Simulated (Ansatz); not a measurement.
Take ZrO2 (space group P2_1/c, No. 14) as the base.

```xyz
12
Lattice="5.1899 0.0000 0.0000 0.0000 5.2419 0.0000 -0.9047 0.0000 5.3018" Properties=species:S:1:pos:R:3 pbc="T T T"
Zr     1.2412     0.2295     1.1135
Zr     3.4964     2.8505     1.5374
Zr     3.0440     5.0123     4.1883
Zr     0.7888     2.3914     3.7644
O      0.0205     1.7104     1.8559
O      4.7170     4.3314     0.7950
O      4.2647     3.5315     3.4460
O     -0.4318     0.9105     4.5068
O      1.9104     3.9667     2.5211
O      2.8271     1.3458     0.1298
O      2.3748     1.2751     2.7807
O      1.4581     3.8961     5.1720
```

Cartesian axes are those of the cell as printed.

(Cell as relaxed with PBE.)

Levels (all Ansatz, a program for electronic structure, PAW): PBE (420 eV, no SOC); r2SCAN (500 eV, without spin-orbit coupling).

Each level relaxes its own structure.

```json
[
 {"base": "volume per atom", "PBE": "12.02 Å³", "r2SCAN": "11.81 Å³"},
 {"base": "band gap", "PBE": "3.65 eV", "r2SCAN": "4.16 eV"}
]
```

The change: the cell is compressed by 2.88 % along z with no lateral relaxation; the atoms relax in the strained cell.

```tsv
quantity	PBE	r2SCAN
largest internal atomic displacement	0.168 Å	?
energy relative to the base (free energy F)	+7.7 meV/atom	?
shortest interatomic distance	2.064 Å	?
```

Q: What does r2SCAN give?

A: 
- largest internal atomic displacement, r2SCAN: 0.173 Å
- energy relative to the base (free energy F), r2SCAN: +7.1 meV/atom
- shortest interatomic distance, r2SCAN: 2.049 Å

PBE's energy relative to the base lies 0.6 meV/atom above r2SCAN's; PBE's shortest interatomic distance lies 0.0144 Å above r2SCAN's (0.7 %). Neither level is exact; r2SCAN is the comparison here, not a measurement.

No phonon test of stability was made.
